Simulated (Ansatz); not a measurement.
## Evanescent states of PbSe (Fm-3m, rock salt, 2 atoms a cell, 28.9 Å³ an atom) along the normal of (001)

All values below come from r2SCAN (plane waves, PAW; Ansatz, a quantum-chemistry and plane-wave program).

No gap correction and no spin-orbit coupling; mid-gap is the computed energy nearest the middle.

Energies count from the valence-band top; κ is the least over a 8×8 mesh across the current.

```json
[
 {"E (eV)": "0.03", "κ (1/Å)": "0.028", "where": "off Γ"},
 {"E (eV)": "0.07", "κ (1/Å)": "0.046", "where": "off Γ"},
 {"E (eV)": "0.12", "κ (1/Å)": "0.056", "where": "off Γ"},
 {"E (eV)": "0.17", "κ (1/Å)": "0.062", "where": "off Γ"},
 {"E (eV)": "0.23", "κ (1/Å)": "0.066", "where": "off Γ"},
 {"E (eV)": "0.28", "κ (1/Å)": "0.069", "where": "off Γ"},
 {"E (eV)": "0.33", "κ (1/Å)": "0.069", "where": "off Γ"},
 {"E (eV)": "0.38", "κ (1/Å)": "0.067", "where": "off Γ"},
 {"E (eV)": "0.42", "κ (1/Å)": "0.064", "where": "off Γ"},
 {"E (eV)": "0.47", "κ (1/Å)": "0.057", "where": "off Γ"},
 {"E (eV)": "0.53", "κ (1/Å)": "0.047", "where": "off Γ"},
 {"E (eV)": "0.57", "κ (1/Å)": "0.026", "where": "off Γ"}
]
```

Q: How thick must the barrier be to attenuate the transmission by 10^8 when the electrodes' Fermi level lies at 0.17 eV, and what attenuation does that film give at 0.57 eV?

A: d = 8 ln 10 / (2 × 0.062) = 148.6 Å. At 0.57 eV it gives 8 × 0.026/0.062 = 3.4 decades.
